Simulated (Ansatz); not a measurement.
A self-consistent single point of Cs2PdCl4 (P4mm, 7 atoms in the cell) with Ansatz (an electronic-structure program).

Level of theory: LDA (PW92), default PAW files made with PBE (plane waves; Ansatz).

The change in words: lattice scaled by 0.98; kpoints.mp_grid.grid: 4 4 5 → 4 4 7. Reference geometry:
```xyz
7
Lattice="7.5318 0.0000 0.0000 0.0000 7.5318 0.0000 0.0000 0.0000 4.6875" Properties=species:S:1:pos:R:3 pbc="T T T"
Cs     0.0000     3.7659     2.3438
Cs     3.7659     0.0000     2.3438
Pd     0.0000     0.0000     0.0500
Cl     1.6469     1.6469     0.0000
Cl     5.8849     5.8849     0.0000
Cl     5.8849     1.6469     0.0000
Cl     1.6469     5.8849     0.0000
```

Reference input (self-consistent single point, DFT, LDA (PW92), plane waves, default PAW files made with PBE): basis.ecutwfc = 420 eV; kpoints.mp_grid.grid = 4 4 5; hamiltonian.xc = lda; hamiltonian.pseudopotentials = {kind: paw} (the program's default PAW files); scf.occupations.method = fixed. This run's input differs from it in these lines:

Ansatz 0.2 input:
```diff
@@ -3,5 +3,5 @@
   lattice:
-    - [7.53175800, 0.00000000, 0.00000000]
-    - [0.00000000, 7.53175800, 0.00000000]
-    - [0.00000000, 0.00000000, 4.68752000]
+    - [7.38112300, 0.00000000, 0.00000000]
+    - [0.00000000, 7.38112300, 0.00000000]
+    - [0.00000000, 0.00000000, 4.59377000]
   atoms:
@@ -17,3 +17,3 @@
 kpoints:
-  mp_grid: { grid: [4, 4, 5] }
+  mp_grid: { grid: [4, 4, 7] }
 hamiltonian:
```

Log, with long lists cut:

```
SCF iter   1: F=—  HF=-22040.460137 eV  |F-HF|=—  |Δ(HF+E_count)|=         —  Δρ=5.64e-3  dr2=7.18e-2  ethr=1.77e-3  ⟨swp⟩=4.8  Hψ=3501  notcnv=0  defer=106
all-band conjugate gradients solve this SCF's bands
preconditioner: auto → Resta (q_TF=auto, 2.174 Å⁻¹)
SCF iter   2: F=—  HF=-22040.440893 eV  |F-HF|=—  |Δ(HF+E_count)|=   1.92e-2  Δρ=2.70e-3  dr2=1.48e-2  ethr=1.12e-4  ⟨swp⟩=2.2  Hψ=1831  notcnv=0  defer=118
   [... lines left out ...]
SCF iter   5: F=—  HF=-22040.437135 eV  |F-HF|=—  |Δ(HF+E_count)|=   1.41e-4  Δρ=1.58e-4  dr2=9.35e-5  ethr=1.56e-6  ⟨swp⟩=2.0  Hψ=1044  notcnv=0  defer=107
SCF iter   6: F=—  HF=-22040.436961 eV  |F-HF|=—  |Δ(HF+E_count)|=   1.74e-4  Δρ=3.53e-5  dr2=4.33e-6  ethr=1.46e-7  ⟨swp⟩=2.0  Hψ=1252  notcnv=0  defer=86
SCF iter   7: F=—  HF=-22040.436962 eV  |F-HF|=—  |Δ(HF+E_count)|=   1.17e-6  Δρ=5.61e-6  dr2=2.33e-7  ethr=6.77e-9  ⟨swp⟩=2.0  Hψ=1634  notcnv=0  defer=89
SCF iter   8: F=-22040.436962 eV  HF=-22040.436962 eV  |F-HF|=1.51e-8  |Δ(HF+E_count)|=   1.16e-7  Δρ=1.66e-6  dr2=2.28e-8  ethr=1.56e-10  ⟨swp⟩=14.8  Hψ=5547  notcnv=0
SCF 1 converged in 8 iterations: F = -22040.436962 eV  dr2 = 2.28e-8
Free energy (F): -22040.436962 eV
Internal energy: -22040.436962 eV  (E = F + TS)
E sigma→0 (E₀):  -22040.436962 eV
Fermi energy:    2.342974 eV
--- Forces (eV/Å), atoms counted from 1 ---
  atom   1  Cs     0.00000000     0.00000000    -0.00125739
  atom   2  Cs     0.00000000     0.00000000    -0.00125739
  atom   3  Pd     0.00000000     0.00000000    -0.23267619
  atom   4  Cl    -0.03686267    -0.03686267     0.05879810
  atom   5  Cl     0.03686267     0.03686267     0.05879810
  atom   6  Cl     0.03686267    -0.03686267     0.05879810
  atom   7  Cl    -0.03686267     0.03686267     0.05879810
--- Stress (GPa, compression-positive) ---
       -1.032959       0.000000      -0.000000
        0.000000      -1.032959       0.000000
       -0.000000       0.000000      -1.033998
  P = ⅓ Tr σ = -1.0333 GPa (-10.333 kbar)
  The stress holds the Pulay correction. Without it, at fixed plane waves, as pw.x and ABINIT print it: P = -1.0388 GPa
```

The run converged in 8 iterations. Against the reference run the free energy drops by 24.6 meV/atom, the pressure goes from -2.41 to -1.03 GPa, the largest force goes from 0.542 to 0.233 eV/Å and the gap on the mesh goes from 1.607 to 1.755 eV.

The starting cell comes from a database of computed structures (which also holds hypothetical and non-ambient phases and stackings), without a prior relaxation at this level. Its lattice was rescaled by up to half a per cent. One atom was moved a little off its site on purpose. For this run, on top of that: lattice scaled by 0.98. Ansatz's pressure includes its estimate of the finite-basis (Pulay) stress.
